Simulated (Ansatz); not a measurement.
Ansatz (a program for electronic structure) is run on LaBeAl3 (I-4m2, 5 atoms in the cell), and the run fails. The aim is a self-consistent single point with DFT, PBEsol, plane waves, default PAW files made with PBE.

Cell that was meant: a = 6.1786 Å, b = 6.1786 Å, c = 6.1786 Å, α = 139.59°, β = 139.59°, γ = 58.47°.

Part of the input:

Ansatz 0.2 input:
```yaml
  xc: pbesol
  pseudopotentials: { kind: paw }
scf:
  occupations: { method: marzari, width: 0.01 Ry }
output:
  forces: true
  eigenvalues: true
```

The program printed (abridged):

```
Error: YAML parse error: error: line 21 column 26: unknown occupation method `marzari` (expected fermi_dirac | gaussian | methfessel_paxton | cold | fixed | tetrahedron | tetrahedron_uncorrected | explicit)
  --> <input>:21:26
   |
19 |   pseudopotentials: { kind: paw }
20 | scf:
21 |   occupations: { method: marzari, width: 0.01 Ry }
   |                          ^ unknown occupation method `marzari` (expected fermi_dirac | gaussian | methfessel_paxton | cold | fixed | tetrahedron | [...]
22 | output:
23 |   forces: true
   |
```

Question: Read the log: what does the program object to, and what is the fix?

Answer: The fault is a value that the program does not know. The key takes a closed list of words, and names differ between codes. To fix it, use one of the words that the key accepts. The program stopped before any SCF iteration.

An input that runs soundly differs in these lines (not the only fix; some lines may just follow from the change or write a value another way):
```diff
-  occupations: { method: marzari, width: 0.01 Ry }
+  occupations: { method: cold, width: 0.01 Ry }
```

With that input, the run converged in 6 iterations: free energy E − TS (on the zero of these files) -7826.4427 eV; Fermi level (on the code's own zero) 8.53 eV; pressure -1.72 GPa; largest force (vector length) 0.135 eV/Å (DFT, PBEsol, plane waves, default PAW files made with PBE).

On the sound input: the starting cell comes from a database of computed structures (which also holds hypothetical and non-ambient phases and stackings), without a prior relaxation at this level. Ansatz's pressure includes its estimate of the finite-basis (Pulay) stress.
